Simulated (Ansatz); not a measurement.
Base system: YN in the rock salt structure (space group Fm-3m, No. 225; a = 4.8562 Å).

It is then changed as follows: a hydrostatic pressure of 50 GPa.

Levels (all Ansatz, a program for electronic structure, PAW): PBEsol (420 eV, no SOC); r2SCAN (500 eV, no SOC).

The geometry is relaxed with PBEsol.

| Quantity | Result |
|---|---|
| PBEsol gap character | absent |
| PBEsol band gap | zero |
| PBEsol pressure | 50.0 GPa |

Task: Predict the gap character, band gap, hole mass and pressure from r2SCAN.

Result: The gap character changes from absent to indirect, Γ → X; the band gap becomes 0.09 eV (PBEsol: zero); the hole mass (degenerate bands, along [100]) is 0.16, 1.0, 1.0 mₑ (at Γ); the pressure rises by 8.5 GPa (50.0 GPa → 58.5 GPa).

Single points use the geometry relaxed with PBEsol. Their cutoffs differ, which shifts pressures a little. The mesh was chosen for an insulator and is coarse for the gapless case. Load acts through the strain it causes; cell and atoms are relaxed under it. Masses are band curvatures over ±0.01 Å⁻¹ around the edge. No phonon test of stability was made. No other phases were tried under pressure. The final runs are not spin-polarised. The zero or small gap of YN can change with the level of theory.
